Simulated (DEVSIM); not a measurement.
System: abrupt GaAs p-n junction, at 300 K.

| layer (left to right) | material | thickness (μm) | Nd (cm⁻³) | Na (cm⁻³) | τn (s) | τp (s) |
|---|---|---|---|---|---|---|
| 1 | GaAs | 13.0 | - | 3.9e16 | 3.9e-8 | 3.9e-8 |
| 2 | GaAs | 0.310 | 1.6e16 | - | 3.9e-8 | 3.9e-8 |

Left contact: ohmic. Right contact: ohmic. Voltage is applied to the left contact. Recombination: SRH at mid-gap, Auger. Mobility is μmin + (μ − μmin)/(1 + (N/Nref)^α).

This is a model device: material constants are rounded textbook-type values typed into the input, and sizes, dopings and lifetimes were drawn at random. Values at 300 K.

```csv
parameter,GaAs
gap (eV),1.424
affinity (eV),4.07
permittivity,12.9
Nc (cm⁻³),4.7e17
Nv (cm⁻³),9e18
μn (cm²/Vs),8500
μp (cm²/Vs),400
"μn,min",500
"μp,min",20
"Nref,n",6e16
"Nref,p",1.5e17
αn,0.39
αp,0.38
Cn (cm⁶/s),1e-30
Cp (cm⁶/s),1e-30
```

Simulated with DEVSIM: 1D drift-diffusion, Boltzmann statistics, complete ionisation; no tunnelling, impact ionisation, image-force lowering or self-heating.

Task: Tabulate band edges, carrier densities and field at 1.05 V on the left contact.

Result: Energies count from the Fermi level of the right contact; mesh points crowd at the junctions.

```
x (μm)   Ec (eV)  Ev (eV)  n (cm⁻³)  p (cm⁻³)  field (V/cm)
-------  -------  -------  --------  --------  ------------
0.000      0.233   -1.191     < 1e2    3.9e16           ≈ 0
0.02401    0.233   -1.191    9.0e10    3.9e16           ≈ 0
0.07193    0.233   -1.191    2.7e11    3.9e16           ≈ 0
0.1600     0.233   -1.191    6.0e11    3.9e16           ≈ 0
0.4449     0.233   -1.190    1.7e12    3.9e16           ≈ 0
0.9123     0.234   -1.190    3.4e12    3.9e16           ≈ 0
1.771      0.234   -1.190    6.6e12    3.9e16           ≈ 0
4.550      0.235   -1.189    1.7e13    3.9e16           ≈ 0
8.116      0.236   -1.188    2.9e13    3.9e16           ≈ 0
10.57      0.237   -1.187    3.8e13    3.9e16           ≈ 0
11.79      0.238   -1.186    4.3e13    3.9e16           ≈ 0
12.52      0.238   -1.186    4.5e13    3.9e16           ≈ 0
12.77      0.238   -1.186    4.6e13    3.9e16           ≈ 0
12.90      0.237   -1.187    4.8e13    3.8e16          -320
12.97      0.219   -1.205    1.0e14    1.8e16         -8000
13.00      0.186   -1.238    3.5e14    5.2e15        -18000
13.02      0.152   -1.272    1.3e15    1.4e15        -14000
13.06      0.114   -1.310    5.8e15    3.0e14         -6700
13.15      0.089   -1.335    1.5e16    8.0e13          -510
13.23      0.087   -1.337    1.6e16    3.8e13           -44
13.28      0.087   -1.337    1.6e16    1.5e13           ≈ 0
13.31      0.087   -1.337    1.6e16     < 1e2           ≈ 0
```
